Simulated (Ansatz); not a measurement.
The starting structures come from a database of crystals and need not be the phases stable at ambient conditions.

Input:

```yaml
crystal:
  lattice:
    - [3.28362, 0.00000, 0.00000]
    - [0.00000, 9.80181, 0.00000]
    - [0.00000, 0.00000, 10.82413]
  atoms:
    - { symbol: Zr, position: [0.75000, 0.73089, 0.64733] }
    - { symbol: Zr, position: [0.25000, 0.26911, 0.35267] }
    - { symbol: Zr, position: [0.25000, 0.76911, 0.14733] }
    - { symbol: Zr, position: [0.75000, 0.23089, 0.85267] }
    - { symbol: Zr, position: [0.75000, 0.60671, 0.90637] }
    - { symbol: Zr, position: [0.25000, 0.39329, 0.09363] }
    - { symbol: Zr, position: [0.25000, 0.89329, 0.40637] }
    - { symbol: Zr, position: [0.75000, 0.10671, 0.59363] }
    - { symbol: Zr, position: [0.75000, 0.56902, 0.37530] }
    - { symbol: Zr, position: [0.25000, 0.43098, 0.62470] }
    - { symbol: Zr, position: [0.25000, 0.93098, 0.87530] }
    - { symbol: Zr, position: [0.75000, 0.06902, 0.12470] }
    - { symbol: N, position: [0.75000, 0.39697, 0.97218] }
    - { symbol: N, position: [0.25000, 0.60303, 0.02782] }
    - { symbol: N, position: [0.25000, 0.10303, 0.47218] }
    - { symbol: N, position: [0.75000, 0.89697, 0.52782] }
    - { symbol: N, position: [0.75000, 0.00546, 0.77436] }
    - { symbol: N, position: [0.25000, 0.99454, 0.22564] }
    - { symbol: N, position: [0.25000, 0.49454, 0.27436] }
    - { symbol: N, position: [0.75000, 0.50546, 0.72564] }
    - { symbol: N, position: [0.75000, 0.85708, 0.01858] }
    - { symbol: N, position: [0.25000, 0.14292, 0.98142] }
    - { symbol: N, position: [0.25000, 0.64292, 0.51858] }
    - { symbol: N, position: [0.75000, 0.35708, 0.48142] }
    - { symbol: N, position: [0.25000, 0.73714, 0.78523] }
    - { symbol: N, position: [0.75000, 0.26286, 0.21477] }
    - { symbol: N, position: [0.75000, 0.76286, 0.28523] }
    - { symbol: N, position: [0.25000, 0.23714, 0.71477] }
```

Space group of this cell: Pnma. The cell is taken as given; by PBEsol its mean pressure is -4.8 GPa.

Transport runs along the normal of the first two printed cell vectors.

The gap is the functional's own, uncorrected, and κ follows it; spin-orbit coupling is left out. Mid-gap values are interpolated between the computed energies.

**Question.** Give the band gap and the smallest decay constant κ at mid-gap that PBEsol run with Ansatz (an electronic-structure program) yields.

**Answer.** Gap 1.04 eV on a 10×4×4 mesh; κ = 0.202 1/Å, at the zone centre.
